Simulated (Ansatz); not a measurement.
System: interstitial Ca in silicon (charge state +2). Level of theory: PBE, PAW (plane waves to 420 eV; Ansatz, a program for electronic structure).

Cell of 64 host sites held at the relaxed PBE lattice; a 2×2×2 k-point mesh shifted by half a step; Fermi-Dirac width 0.01 eV, spin-restricted; finite-size errors left in. Energies are static. The charge state is imposed; whether it is stable for some Fermi level was not computed. Sites that were not tried may lie lower.

Barriers: single points on a 3×3×3 k-point mesh shifted by half a step at the bands' geometries.

The step: Ca moves alone to another site. Atoms about the jump, Cartesian Å from the middle of the jump, before and after:

| atom | x0 | y0 | z0 | x1 | y1 | z1 |
|---|---|---|---|---|---|---|
| Ca1 | 0.68 | -0.68 | 0.68 | -0.68 | 0.68 | -0.68 |
| Si2 | -2.15 | -0.68 | 0.68 | -2.17 | -0.81 | 0.81 |
| Si3 | 0.68 | 2.15 | 0.68 | 0.81 | 2.17 | 0.81 |
| Si4 | 2.17 | 0.81 | -0.81 | 2.15 | 0.68 | -0.68 |
| Si5 | 0.68 | -0.68 | -2.15 | 0.81 | -0.81 | -2.17 |
| Si6 | -0.81 | -2.17 | -0.81 | -0.68 | -2.15 | -0.68 |
| Si7 | -0.81 | 0.81 | 2.17 | -0.68 | 0.68 | 2.15 |
| Si8 | -2.06 | 2.06 | -2.06 | -2.17 | 2.17 | -2.17 |
| Si9 | 2.17 | -2.17 | 2.17 | 2.06 | -2.06 | 2.05 |
| Si10 | -3.45 | 0.71 | -0.70 | -3.51 | 0.68 | -0.68 |
| Si11 | 0.68 | -0.68 | 3.51 | 0.71 | -0.71 | 3.44 |
| Si12 | 3.51 | -0.68 | 0.68 | 3.44 | -0.71 | 0.71 |
| Si13 | -0.71 | 0.70 | -3.45 | -0.68 | 0.68 | -3.51 |
| Si14 | 0.68 | -3.51 | 0.68 | 0.70 | -3.45 | 0.71 |
| Si15 | -0.71 | 3.45 | -0.70 | -0.68 | 3.51 | -0.68 |

Q: Predict the transition state.

A: 
| atom | x | y | z |
|---|---|---|---|
| Ca1 | 0.00 | 0.01 | 0.00 |
| Si2 | -2.30 | -0.81 | 0.81 |
| Si3 | 0.81 | 2.31 | 0.81 |
| Si4 | 2.30 | 0.82 | -0.81 |
| Si5 | 0.81 | -0.81 | -2.30 |
| Si6 | -0.81 | -2.29 | -0.81 |
| Si7 | -0.81 | 0.82 | 2.30 |
| Si8 | -1.99 | 2.00 | -2.00 |
| Si9 | 2.00 | -1.99 | 1.99 |
| Si10 | -3.44 | 0.66 | -0.66 |
| Si11 | 0.66 | -0.65 | 3.44 |
| Si12 | 3.44 | -0.65 | 0.65 |
| Si13 | -0.66 | 0.66 | -3.44 |
| Si14 | 0.66 | -3.44 | 0.65 |
| Si15 | -0.66 | 3.45 | -0.66 |
It lies 1.54 eV above the start and 1.54 eV above the end. The saddle point's order was not checked, and it lies on a symmetry element of the cell, where a band can be held.
